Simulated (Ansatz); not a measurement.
BN: strain along the normal

BN (layered hexagonal, P6_3/mmc, 8.679 Å³/atom at rest, c along z) under an equal strain ε in the (0001) plane with the normal axis free, as in a coherent film. PBEsol-D3(BJ) in Ansatz, a plane-wave DFT program (PAW, default set), 420 eV, 15×15×5 Γ-centred mesh, Fermi-Dirac smearing 0.05 eV; ions are relaxed within the symmetry of each cell.

Here s stands for strain and y for normal strain.

| strain (%) | normal strain (%) |
|---|---|
| -1.20 | 0.06 |
| -0.60 | 0.04 |
| 0.00 | 0.00 |
| 0.60 | -0.09 |
| 1.20 | -0.14 |
| 3.00 | ? |

Taking a straight line for y over the 5 complete rows: Means: s 0, y -0.026. About the means, the sum of products is -0.31800 and the sum of squares of s is 3.6000; the slope is their ratio. Least squares gives y = -0.026 - 0.0883·s. Residuals (row less fit): -0.020, 0.013, 0.026, -0.011, -0.008; standard error 0.022 (degrees of freedom: 3). The slope, -0.09 ± 0.01, is the elastic response of the normal axis, −2C13/C33.

### Question
Estimate the missing y (s = 3.00); what did the run itself give?

### Answer
y = -0.026 - 0.0883 × 3.0 = -0.291%. The calculation gives -0.40%, 0.109% below the prediction (23.7 % of the range of y in the table). The row lies outside the fitted rows, so this is an extrapolation. From the scatter of the fitted rows alone, a prediction at this place has a standard error of 0.042%, so the miss is 2.6 times that.

One order more, fitted to all 11 runs of the series, follows each within 0.02, so the miss is the next term of a smooth law. Rows are the converged runs of the series near zero and its far end; series whose fitted rows scatter by over a few per cent of the range, as at a crossing or softening among them, aren't shown in this form. Most that stay on the fit to the last digits aren't either.
